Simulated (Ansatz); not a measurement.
Given:

```
Mg2Ge
1.0
    0.00000     3.19940     3.19940
    3.19940     0.00000     3.19940
    3.19940     3.19940     0.00000
Ge Mg
1 2
Direct
  0.00000   0.00000   0.00000
  0.25000   0.25000   0.25000
  0.75000   0.75000   0.75000
```

No spin polarisation.

Method: PBEsol (Ansatz, an electronic-structure program, PAW, no SOC). Γ-centred 13×13×13 mesh, Fermi–Dirac width 0.05 eV.

Task: Estimate the band gap.

Result: 0.10 eV.

Task: Estimate the smallest direct gap.

Result: 0.94 eV.

The cells carry an imposed strain or load. Stability against distortions was not tested. The cell was made from Mg2Ge in the anti-fluorite structure (space group Fm-3m, No. 225) by this change: isotropic strain +0.54 %. The zero or small gap of Mg2Ge can change with the level of theory.
